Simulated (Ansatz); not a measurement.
Seebeck coefficient (μV/K, mean over directions) of n-type BAs (F-43m) against carrier density, PBE with spin-orbit coupling, rigid bands in Ansatz (a program for electronic structure). Computed gap 1.12 eV; densities at which minority carriers matter at this gap, or further valleys turn the trend, are left out. Conductivity mass 0.31 mₑ (harmonic mean over directions), N_c = 3.6e19 cm⁻³ at 300 K.

```tsv
electron density	300 K	500 K	800 K
1e18 cm⁻³	-520	-587	-652
3e18 cm⁻³	[?]	-492	-558
1e19 cm⁻³	-324	[?]	-455
3e19 cm⁻³	-233	-297	-361
1e20 cm⁻³	-143	-200	-261
3e20 cm⁻³	-80	[?]	-178
1e21 cm⁻³	-40	-68	-107
```

Q: Fill in the missing entries.

A: 
- 3e18 cm⁻³, 300 K: -426
- 1e19 cm⁻³, 500 K: -390
- 3e20 cm⁻³, 500 K: -124

Rigid bands with a gap fixed in temperature, one relaxation time for all states, no polarons or phonon drag, and whether or not such doping can be reached. Geometry: cell and atoms relaxed with PBEsol.
